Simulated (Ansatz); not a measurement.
## Sc: response to strain

Start from Sc in the hcp (Mg type) structure (space group P6_3/mmc, No. 194; a = 3.275 Å, c = 5.105 Å; relaxed with 0.1 eV smearing).

Strains are applied to the cell and any free atomic positions relax.

Level of theory: PBEsol in Ansatz (plane waves to 420 eV, PAW, no spin-orbit coupling).

Notes on the quantities. energy relative to the base: free energy F; pressure: mean of the normal stresses, compression positive.

```csv
case,energy relative to the base,volume per atom,pressure
base,0 meV/atom,23.71 Å³,0.0 GPa
isotropic strain −3.00 %,+36 meV/atom,21.64 Å³,6.0 GPa
isotropic strain −2.50 %,+25 meV/atom,21.98 Å³,(withheld)
isotropic strain −2.00 %,+16 meV/atom,22.32 Å³,3.8 GPa
isotropic strain −0.50 %,+1.0 meV/atom,23.36 Å³,0.9 GPa
isotropic strain +0.50 %,+0.9 meV/atom,24.07 Å³,-0.8 GPa
isotropic strain +1.00 %,+3.7 meV/atom,24.43 Å³,-1.6 GPa
isotropic strain +2.00 %,+14 meV/atom,25.17 Å³,-3.0 GPa
isotropic strain +2.50 %,(withheld),25.54 Å³,-3.7 GPa
isotropic strain +3.00 %,+32 meV/atom,25.91 Å³,-4.3 GPa
```

Question: What belongs in the blanks?

Answer: 
- isotropic strain −2.50 %, pressure: 4.9 GPa
- isotropic strain +2.50 %, energy relative to the base: +22 meV/atom

Stability against distortions was not tested. The final runs are not spin-polarised.

Ansatz is a first-principles code.
